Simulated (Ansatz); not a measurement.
Impurities on the Al site of wurtzite AlN. The bounds on chemical potentials count only the phases computed here; "not settled" covers levels within 0.1 eV of a band edge and carriers that are partly localised.

These are PBE, PAW (plane waves to 420 eV; Ansatz, an electronic-structure program) values and carry that method's errors. Set-up: 96-site cell; 2×2×2 shifted k-points; host gap 4.03 eV; charged states image-corrected; no Hubbard U; corrections pass 1 eV, so highly charged states may be off by several tenths; flagged in the runs: for some of the defects a doubtful potential alignment, a host whose relaxation on this sampling wasn't shown to rest, a strain field that reaches the edge of the cell.

```json
[
 {"impurity": "Ni", "neighbours in the neutral state (Å)": "N 1.96, N 1.96, N 1.96, N 1.97", "moment (μB)": "3.0", "E_f of the neutral state (eV; limit and bounding phases)": "6.72 (Al-rich, Al3Ni (Pnma))", "levels above the VBM (eV)": "(+1/0) 0.20; (0/−1) 1.95; (−1/−2) 3.46"},
 {"impurity": "Nb", "neighbours in the neutral state (Å)": "N 2.05, N 2.05, N 2.06, N 2.23, N 2.72", "moment (μB)": "2.0", "E_f of the neutral state (eV; limit and bounding phases)": "3.19 (N-rich, rock-salt NbN)", "levels above the VBM (eV)": "(+2/+1) 2.12; (+1/0) 2.81"},
 {"impurity": "C", "neighbours in the neutral state (Å)": "N 1.53, N 1.57, N 1.59, N 1.59", "moment (μB)": "1.0", "E_f of the neutral state (eV; limit and bounding phases)": "–", "levels above the VBM (eV)": "not settled"},
 {"impurity": "Co", "neighbours in the neutral state (Å)": "N 1.94, N 1.96, N 1.96, N 1.98", "moment (μB)": "4.0", "E_f of the neutral state (eV; limit and bounding phases)": "6.69 (Al-rich, Al9Co2 (P2_1/c))", "levels above the VBM (eV)": "(+1/0) 0.63; (0/−1) 1.72"},
 {"impurity": "Ti", "neighbours in the neutral state (Å)": "N 1.96, N 1.99, N 2.02, N 2.08", "moment (μB)": "1.0", "E_f of the neutral state (eV; limit and bounding phases)": "3.14 (Al-rich, TiAl3 (I4/mmm))", "levels above the VBM (eV)": "(+1/0) 3.07"},
 {"impurity": "Eu", "neighbours in the neutral state (Å)": "N 2.20, N 2.20, N 2.21, N 2.25, N 2.99", "moment (μB)": "6.0", "E_f of the neutral state (eV; limit and bounding phases)": "4.92 (Al-rich, EuAl4 (I4/mmm))", "levels above the VBM (eV)": "not settled"},
 {"impurity": "Mg", "neighbours in the neutral state (Å)": "N 2.02, N 2.04, N 2.04, N 2.11", "moment (μB)": "1.0", "E_f of the neutral state (eV; limit and bounding phases)": "–", "levels above the VBM (eV)": "not settled"}
]
```

Deep levels: Ni, Nb, Co, Ti. Shallow donors: none. Shallow acceptors: none. No level in the gap: none. Not decided here: C, Eu, Mg.
